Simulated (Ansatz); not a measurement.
MgSnO3 (model structure, started from the cubic perovskite type, Pm-3m, No. 221, 5 atoms in the cell), treated with PBE0 (plane waves, PAW; Ansatz, a first-principles code).

Settings: plane-wave cutoff 460 eV, 6×6×6 k mesh, Fermi–Dirac smearing 0.01 eV, scalar-relativistic PAW data made under PBE.

Cell (relaxed with PBEsol):

```
CELL_PARAMETERS angstrom
      3.98680     0.00000     0.00000
      0.00000     3.98680     0.00000
      0.00000     0.00000     3.98680
ATOMIC_POSITIONS crystal
  Mg 0.00000 0.00000 0.00000
  Sn 0.50000 0.50000 0.50000
  O  0.00000 0.50000 0.50000
  O  0.50000 0.50000 0.00000
  O  0.50000 0.00000 0.50000
```

Question: Predict the band gap and smallest direct gap on the k points sampled.

Answer: 
band gap: 3.13 eV (on the SCF k mesh)
smallest direct gap on the k points sampled: 4.35 eV

Note: the relaxation could raise the start's symmetry but not lower it, so the cell can be a saddle point; cell and atoms aren't relaxed at this level (pressure -2.0 GPa).

Spin–orbit coupling is not included.

Static lattice: no zero-point or thermal effects.

A model structure was made by putting elements into a prototype or built by hand; it is no filed structure, need not be a known phase, and can be a saddle point held by its symmetry.
